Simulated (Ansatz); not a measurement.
The parent structure is CsPbCl3 in the cubic perovskite structure (space group Pm-3m, No. 221; a = 5.521 Å).

The values are results of DFT with LDA, PAW potentials and a 420 eV plane-wave cutoff in Ansatz (a quantum-chemistry and plane-wave program), no SOC, not measurements.

For the base:

```
Quantity                             Value
-------------  ---------------------------
Electron mass  0.093, 0.75, 0.75 mₑ (at R)
Pressure                          0.00 GPa
```

The change: an isotropic linear strain of +1.20 %, atoms relaxed at fixed cell.

Question: Estimate the effect on the energy relative to the base.

Answer: The energy rises by 3.8 meV/atom.

Question: What does the calculation give for the electron mass after the change?

Answer: The electron mass (degenerate bands, along [100]) becomes 0.100, 0.79, 0.79 mₑ (at R) (base: 0.093, 0.75, 0.75 mₑ (at R)).

Question: What happens to the mean gap deformation potential ΔEg/Δln V?

Answer: The mean gap deformation potential ΔEg/Δln V comes out as +4.7 eV.

Question: What does the calculation give for the pressure after the change?

Answer: The pressure goes from zero to -0.97 GPa.

With Pb present, leaving out spin-orbit coupling can change the band edges. Masses are band curvatures over ±0.01 Å⁻¹ around the edge. Whether these cells are dynamically stable was not tested. Many cubic perovskites are stable only at high temperature; tilts and polar distortions were not tested. This is not the structure that CsPbCl3 has at room temperature and ambient pressure.
